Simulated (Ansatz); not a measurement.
The starting structures come from a database of crystals and need not be the phases stable at ambient conditions.

 Where the default PAW files enter, the runs use the earlier of Ansatz's two default sets.

By PBEsol, the system below comes out a metal.

Without scattering a metal conducts by its projected Fermi surface.

Input:

```yaml
crystal:
  lattice:
    - [5.90314, 0.00000, 0.00000]
    - [0.00000, 8.34830, 0.00000]
    - [2.95157, 4.17415, 2.95157]
  atoms:
    - { symbol: Mg, position: [0.75000, 0.12500, 0.50000] }
    - { symbol: Mg, position: [0.25000, 0.62500, 0.00000] }
    - { symbol: Mg, position: [0.25000, 0.62500, 0.50000] }
    - { symbol: Mg, position: [0.75000, 0.62500, 0.00000] }
    - { symbol: Sn, position: [0.00000, 0.00000, 0.00000] }
    - { symbol: Sn, position: [0.50000, 0.25000, 0.00000] }
```

Space group of this cell: Fd-3m, cubic Laves (MgCu2 type). The cell is taken as given; by PBEsol its mean pressure is -1.5 GPa.

The current flows along the normal of the first two printed cell vectors, the (110) plane of the conventional cell. No spin-orbit coupling; the value is a mean over 0.1 eV about the Fermi level.

Question: Give the ballistic conductance per area that PBEsol in Ansatz (a program for electronic structure) yields.

Answer: 0.77 × 10¹⁵ S/m² for both spins.
